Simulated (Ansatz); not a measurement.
Consider Ru in the hcp (Mg type) structure (space group P6_3/mmc, No. 194; a = 2.7055 Å, c = 4.2651 Å; relaxed with 0.1 eV smearing). Axes: x lies along a and z along c of the hexagonal cell.

Computed with Ansatz (a first-principles code) r2SCAN, spin-orbit coupling left out, earlier PAW set.

Now apply this change: uniaxial strain ε_xx = −2.50 %, all other strain components held at zero; the atoms relax in the strained cell.

**Question.** Predict the stress tensor and what it implies for the stiffness.

**Answer.** Stress of the strained cell less that of the base (GPa, compression positive):
```
   17.0     0.0     0.0
    0.0     5.3     0.0
    0.0     0.0     5.0
```

Then −Δσ_ii/ε with ε = -0.0250 gives secant stiffness values (nonlinear terms included at this strain): C11 ≈ 680 GPa, C12 ≈ 213 GPa and C13 ≈ 199 GPa.

As a check, the harmonic strain energy −½ V₀ Δσ:ε is 18 meV/atom; the computed energy rise is 17 meV/atom.

No phonon test of stability was made. The final runs are not spin-polarised.
